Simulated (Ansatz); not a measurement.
# Response to strain in CoO

Start from CoO in the rock salt structure (space group Fm-3m, No. 225; a = 4.2469 Å; ferromagnetic; relaxed with 0.1 eV smearing).

Strains are applied to the cell and any free atomic positions relax.

Level of theory: PBE, PAW, 420 eV (Ansatz, a quantum-chemistry and plane-wave program; without spin-orbit coupling).

Notes on the quantities. energy relative to the base: free energy F.

```json
[
 {"isotropic strain (%)": "-1.02", "energy relative to the base (meV/atom)": "4.7"},
 {"isotropic strain (%)": "-0.41", "energy relative to the base (meV/atom)": "?"},
 {"isotropic strain (%)": "0", "energy relative to the base (meV/atom)": "0.0"},
 {"isotropic strain (%)": "0.47", "energy relative to the base (meV/atom)": "1.0"},
 {"isotropic strain (%)": "0.64", "energy relative to the base (meV/atom)": "1.8"}
]
```

Fit ΔE = Aε² + Bε³ (ε in %) to the rows shown and predict the withheld row.

Least squares on the printed values gives A = 4.46 and B = -0.059 meV/atom (largest residual 0.0 meV/atom); this predicts 0.8 meV/atom, and the run gives 0.7 meV/atom, in agreement.

Stability against distortions was not tested. No Hubbard U is applied and the magnetic state is the run's own (CoO ferromagnetic); other magnetic orders, which need larger cells, were not tried and can change the gap. In its common phase, real CoO is an antiferromagnetic insulator at low temperature.
